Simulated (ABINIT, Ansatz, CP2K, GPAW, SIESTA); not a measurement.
**One structure in several programs: NaF (Fm-3m, 2 atoms in the cell)**

Band-structure calculation.

```yaml
crystal:
  lattice:
    - [0.00000, 2.26738, 2.26738]
    - [2.26738, 0.00000, 2.26738]
    - [2.26738, 2.26738, 0.00000]
  atoms:
    - { symbol: Na, position: [0.00000, 0.00000, 0.00000] }
    - { symbol: F, position: [0.50000, 0.50000, 0.50000] }
```

Shared settings, as Ansatz (a quantum-chemistry and plane-wave program) writes them: kpoints.mp_grid.grid = 10 10 10; scf.occupations.method = fixed. Potentials and cutoffs stand in the table.

```tsv
code	model	gap along the path (eV)	smallest direct gap (eV)	cutoff
CP2K	PBE, GPW, DZVP-MOLOPT-PBE-GTH basis, GTH-PBE potentials (POTENTIAL_UZH)	6.66	6.66	grid 1000 Ry
Ansatz	PBE, default PAW files	6.68	6.68	default
ABINIT	PBE, norm-conserving pseudopotentials (PseudoDojo nc-sr-05 PBE standard)	6.71	6.71	44 Ha
SIESTA	GGA PBE, numerical atomic orbitals DZP, PseudoDojo PBE standard norm-conserving potentials (rewritten from UPF to PSML)	6.57	6.57	grid 400 Ry
GPAW	PBE, GPAW PAW datasets PBE (gpaw-data 1.0.1)	6.70	6.70	950 eV
```

The spread over the programs that give each value: gap along the path within 0.14 eV; smallest direct gap within 0.14 eV.

CP2K and SIESTA use small atom-centred bases, whose incompleteness enters pressures, forces and empty levels differently from a plane-wave cutoff.

The starting cell comes from a database of computed structures (which also holds hypothetical and non-ambient phases and stackings), without a prior relaxation at this level. Its lattice was rescaled by a random factor within 2.5 % of one.

Left out of this page: Quantum ESPRESSO, Elk and FLEUR (not drawn, or without a comparable value).

Keys are those of Ansatz 0.2.
